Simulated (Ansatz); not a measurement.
The starting structures come from a database of crystals and need not be the phases stable at ambient conditions.

 Where the default PAW files enter, the runs use the earlier of Ansatz's two default sets.

Input:

```
LiO
1.0
    3.10263     0.00000     0.00000
    0.00000     7.56993     0.00000
    1.55132     0.00000     2.68696
Li O
4 4
Direct
  0.00000   0.00000   0.00000
  0.00000   0.50000   0.00000
  0.33333   0.75000   0.33333
  0.66667   0.25000   0.66667
  0.33333   0.35143   0.33333
  0.66667   0.64857   0.66667
  0.66667   0.85143   0.66667
  0.33333   0.14857   0.33333
```

Space group of this cell: P6_3/mmc. The cell is taken as given.

Transport runs along the normal of the first two printed cell vectors, the (100) plane of the conventional cell.

The gap is the functional's own, uncorrected, and κ follows it; spin-orbit coupling is left out. Mid-gap values are interpolated between the computed energies.

Problem. Compute, with r2SCAN in Ansatz (a quantum-chemistry and plane-wave program), the band gap and the smallest decay constant κ at mid-gap.

Solution. Gap 2.77 eV on a 12×4×12 mesh; κ = 0.466 1/Å, at the zone centre.
